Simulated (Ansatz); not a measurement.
Hypothetical diamond Se, pressure series

Base system: Se in the diamond structure (space group Fd-3m, No. 227; a hypothetical phase, not in the database extracts checked).

Space group Fd-3m, origin choice 1 (No. 227); a = 6.2227 Å, b = 6.2227 Å, c = 6.2227 Å, α = 90.00°, β = 90.00°, γ = 90.00°

```
atom  site  symmetry       x       y       z
----  ----  --------  ------  ------  ------
Se      8b      -43m  0.5000  0.5000  0.5000
```
(The calculation used a cell of 2 atoms; values per cell refer to that cell.)

Cell and atoms are relaxed at each pressure.

All numbers come from Ansatz (a quantum-chemistry and plane-wave program) PBEsol, without spin-orbit coupling.

Two rows of this table had their results exchanged by mistake.

| pressure | volume per atom (Å³) | shortest distance (Å) | band gap |
|---|---|---|---|
| pressure −2 GPa | 26.42 | 2.579 | zero |
| pressure −1 GPa | 30.86 | 2.716 | zero |
| pressure 0.3 GPa | 29.92 | 2.688 | zero |
| pressure 0.7 GPa | 29.66 | 2.681 | zero |
| pressure 1.5 GPa | 29.17 | 2.666 | zero |
| pressure 3 GPa | 28.35 | 2.641 | zero |
| pressure 5 GPa | 27.42 | 2.611 | zero |
| pressure 7.5 GPa | 31.69 | 2.741 | zero |
| pressure 10 GPa | 25.56 | 2.551 | zero |

Task: Which two?

Result: The rows for pressure −2 GPa and pressure 7.5 GPa: the volume has to fall steadily with pressure, so 31.69 Å³ belongs to pressure −2 GPa and 26.42 Å³ to pressure 7.5 GPa.

Load acts through the strain it causes; cell and atoms are relaxed under it. Whether these cells are dynamically stable was not tested. No other phases were tried under pressure.
